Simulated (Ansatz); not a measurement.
Consider Hf in the hcp (Mg type) structure (space group P6_3/mmc, No. 194; a = 3.204 Å, c = 5.073 Å; relaxed with 0.1 eV smearing). Axes: x lies along a and z along c of the hexagonal cell.

All numbers come from Ansatz (an electronic-structure program), PBE, PAW, cutoff 420 eV, scalar-relativistic without spin-orbit coupling.

One thing is altered: every lattice vector is stretched by 2.50 %; the atoms relax in the strained cell.

Task: Predict the stress tensor and what it implies for the stiffness.

Result: Stress of the strained cell less that of the base (GPa, compression positive):
```
   -6.9     0.0     0.0
    0.0    -6.9     0.0
    0.0     0.0    -7.1
```

Then B = −ΔP/(ΔV/V₀) with ΔV/V₀ = 0.0769 gives secant stiffness values (nonlinear terms included at this strain): B (at held cell shape, above the free-shape value) ≈ 90 GPa.

As a check, the harmonic strain energy −½ V₀ Δσ:ε is 37 meV/atom; the computed energy rise is 40 meV/atom.

Whether these cells are dynamically stable was not tested. The final runs are not spin-polarised.
